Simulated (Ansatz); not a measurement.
# Sn2Rh3S2: element substitutions

Start from Sn$_{2}$Rh$_{3}$S$_{2}$ (space group R-3m, No. 166; a cell from a computed database, its experimental status unchecked).

```xyz
7
Lattice="2.8144 1.6249 4.4251 -2.8144 1.6249 4.4251 0.0000 -3.2498 4.4251" Properties=species:S:1:pos:R:3 pbc="T T T"
Sn     0.0000     0.0000     0.0000
Sn     0.0000     0.0000     6.6376
Rh     0.0000    -1.6249     2.2125
Rh     1.4072     0.8124     2.2125
Rh    -1.4072     0.8124     2.2125
S      0.0000     0.0000     3.8307
S      0.0000     0.0000     9.4445
```

Each row replaces one element on all its sites; cell and atoms are relaxed.

All numbers come from Kohn–Sham DFT with the PBEsol functional, run in Ansatz (a quantum-chemistry and plane-wave program) with PAW and 420 eV plane waves, spin-orbit coupling left out.

```json
[
 {"change": "base", "density": "8.35 g/cm³", "shortest interatomic distance": "2.293 Å"},
 {"change": "S → Cl", "density": "8.14 g/cm³", "shortest interatomic distance": "2.368 Å"},
 {"change": "Rh → Ag", "density": "7.38 g/cm³", "shortest interatomic distance": "2.582 Å"},
 {"change": "Sn → Be", "density": "6.88 g/cm³", "shortest interatomic distance": "2.132 Å"}
]
```

Stability against distortions was not tested. As relaxed here, Sn2Rh3Cl2, Ag3Sn2S2 and Be2Rh3S2 are hypothetical phases, not in the database extracts checked. No Hubbard U is applied, and correlation can decide whether such a compound is a metal. All final runs are without spin polarisation. An odd electron count without spin: Sn2Rh3Cl2, Sn2Rh3S2, Ag3Sn2S2 and Be2Rh3S2. Sn2Rh3Cl2 and Sn2Rh3S2 have a high density of states at the Fermi level and may be magnetic at this level.
